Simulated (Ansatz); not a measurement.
## Pressure series in SiO2

The reference is SiO2 (space group P3_221, No. 154; a = 4.949 Å, c = 5.441 Å).

Cell and atoms are relaxed at each pressure.

Level of theory: PBEsol/PAW in Ansatz (an electronic-structure program), no SOC.

| case | gap character | shortest interatomic distance | electron mass |
|---|---|---|---|
| base | indirect, K → Γ | 1.619 Å | 0.50 mₑ (at Γ) |
| pressure −2 GPa | indirect, M → Γ | 1.621 Å | 0.52 mₑ (at Γ) |
| pressure −1 GPa | indirect, K → Γ | 1.620 Å | 0.50 mₑ (at Γ) |
| pressure 0.9 GPa | indirect, K → Γ | 1.619 Å | 0.49 mₑ (at Γ) |
| pressure 2.1 GPa | indirect, K → Γ | 1.617 Å | 0.48 mₑ (at Γ) |
| pressure 4.5 GPa | indirect, K → Γ | (withheld) | (withheld) |
| pressure 9 GPa | indirect, M → Γ | 1.610 Å | 0.46 mₑ (at Γ) |
| pressure 22.5 GPa | indirect, M → Γ | 1.600 Å | – |
| pressure 30 GPa | indirect, M → Γ | 1.596 Å | – |

Q: What belongs in the blanks?

A: 
- pressure 4.5 GPa, shortest interatomic distance: 1.615 Å
- pressure 4.5 GPa, electron mass: 0.47 mₑ (at Γ)

Load acts through the strain it causes; cell and atoms are relaxed under it. Effective masses come from finite differences of ±0.01 Å⁻¹. Stability against distortions was not tested. Competing high-pressure phases were not computed.
